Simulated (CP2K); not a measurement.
A working CP2K input for CuSi2P3 (Cm, 12 atoms in the cell) (DFT PBEsol, GPW, DZVP-MOLOPT-SR-GTH basis, GTH-PBE potentials (GTH_POTENTIALS)):

```
&GLOBAL
  PROJECT run
  RUN_TYPE ENERGY_FORCE
  PRINT_LEVEL LOW
&END GLOBAL
&FORCE_EVAL
  METHOD Quickstep
  STRESS_TENSOR ANALYTICAL
  &DFT
    BASIS_SET_FILE_NAME BASIS_MOLOPT
    POTENTIAL_FILE_NAME GTH_POTENTIALS
    &QS
      METHOD GPW
      EPS_DEFAULT 1E-10
    &END QS
    &MGRID
      CUTOFF 600
      REL_CUTOFF 50
      NGRIDS 5
    &END MGRID
    &SCF
      SCF_GUESS ATOMIC
      EPS_SCF 1E-6
      MAX_SCF 100
      ADDED_MOS 12
      &DIAGONALIZATION
        ALGORITHM STANDARD
      &END DIAGONALIZATION
      &MIXING
        METHOD BROYDEN_MIXING
        ALPHA 0.3
        NBUFFER 12
      &END MIXING
      &SMEAR ON
        METHOD FERMI_DIRAC
        ELECTRONIC_TEMPERATURE [K] 1160.45
      &END SMEAR
    &END SCF
    &KPOINTS
      SCHEME MONKHORST-PACK 7 7 4
      GAMMA_CENTERED T
    &END KPOINTS
    &XC
      &XC_FUNCTIONAL
        &PBE
          PARAMETRIZATION PBESOL
        &END PBE
      &END XC_FUNCTIONAL
    &END XC
    &PRINT
      &MO
        EIGENVALUES T
        OCCUPATION_NUMBERS T
        NDIGITS 8
        FILENAME mo
        &EACH
          QS_SCF 0
        &END EACH
        ADD_LAST NUMERIC
      &END MO
      &MULLIKEN OFF
      &END MULLIKEN
    &END PRINT
  &END DFT
  &SUBSYS
    &CELL
      ABC 11.47608300 11.47608372 6.44167047
      ALPHA_BETA_GAMMA 94.42896889 94.42896924 18.24181463
      PERIODIC XYZ
    &END CELL
    &COORD
      SCALED
      Si       0.84330000     0.84330000     0.63059000
      Si       0.62643000     0.62643000     0.87673000
      Si       0.75159000     0.75159000     0.23274000
      Si       0.12200000     0.12200000     0.37419000
      Cu       0.26838000     0.26838000     0.74508000
      Cu       0.36048000     0.36048000     0.11828000
      P        0.37984000     0.37984000     0.79540000
      P        0.72561000     0.72561000     0.89423000
      P        0.84917000     0.84917000     0.29294000
      P        0.08233000     0.08233000     0.02907000
      P        0.22147000     0.22147000     0.41306000
      P        0.58190000     0.58190000     0.53518000
    &END COORD
    &KIND Si
      BASIS_SET DZVP-MOLOPT-SR-GTH-q4
      POTENTIAL GTH-PBE-q4
    &END KIND
    &KIND Cu
      BASIS_SET DZVP-MOLOPT-SR-GTH-q11
      POTENTIAL GTH-PBE-q11
    &END KIND
    &KIND P
      BASIS_SET DZVP-MOLOPT-SR-GTH-q5
      POTENTIAL GTH-PBE-q5
    &END KIND
  &END SUBSYS
  &PRINT
    &FORCES ON
    &END FORCES
    &STRESS_TENSOR ON
    &END STRESS_TENSOR
  &END PRINT
&END FORCE_EVAL
```

The run converged in 18 iterations: free energy E − TS -4114.7676 eV; Fermi level (on the code's own zero) 4.27 eV; pressure -0.36 GPa; largest force (vector length) 0.416 eV/Å. Each of these slips is then made, one at a time:

(1)
```diff
-    &END CELL
```

(2)
```diff
-  RUN_TYPE ENERGY_FORCE
+  RUNTYPE ENERGY_FORCE
```

Question: What happens in each case?

Answer: 
(1) A section without its end line. The program stopped before any SCF iteration, with the message: unknown subsection COORD of section CELL input/input_parsing.F:192.

(2) A keyword that the program does not know. The program stopped before any SCF iteration, with the message: found an unknown keyword RUNTYPE in section GLOBAL input/input_parsing.F:253.

The starting cell comes from a database of computed structures (which also holds hypothetical and non-ambient phases and stackings), without a prior relaxation at this level. Spin polarisation is off. Values carry the incompleteness of an atom-centred basis. The potentials were made for another functional than the one used. The run gives no clean gap (levels at the Fermi energy touch, overlap or are partly filled at this smearing), which alone does not show that the compound is a metal.

Left out of this page: 4 runs of the series outside the window shown, repeating another row's setting, or not comparable.
